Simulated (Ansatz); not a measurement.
System: ZrAl3 (I4/mmm, No. 139). Method: LDA (Ansatz, a first-principles code, plane waves, PAW).

Settings: plane-wave cutoff 520 eV, 22×22×22 k mesh, Fermi–Dirac smearing 0.043 eV (set by the program), scalar-relativistic PAW data made under PBE.

Computed at the level's own relaxed cell.

Elastic tensor (GPa, Voigt notation, ions relaxed):

```
  225.9    72.2    49.8     0.0     0.0     0.0
   72.2   225.9    49.8     0.0     0.0     0.0
   49.8    49.8   222.9     0.0     0.0     0.0
    0.0     0.0     0.0    90.8     0.0     0.0
    0.0     0.0     0.0     0.0    90.8     0.0
    0.0     0.0     0.0     0.0     0.0   112.1
```

**Question.** Work out the Voigt, Reuss and Hill averages of the bulk and shear moduli, Young's modulus and Poisson's ratio from the printed constants.

**Answer.** K_V = [C11 + C22 + C33 + 2(C12 + C13 + C23)]/9 = [674.7 + 2 × 171.8]/9 = 113.1 GPa. G_V = [674.7 − 171.8 + 3 × 293.7]/15 = 92.3 GPa. From the compliances S = C⁻¹, K_R = 112.9 and G_R = 90.9 GPa. Hill means: K = 113.0, G = 91.6 GPa. E = 9KG/(3K + G) = 216 GPa, ν = (3K − 2G)/(6K + 2G) = 0.18, K/G = 1.23.

The computed numbers hold no vibrational or temperature effects.
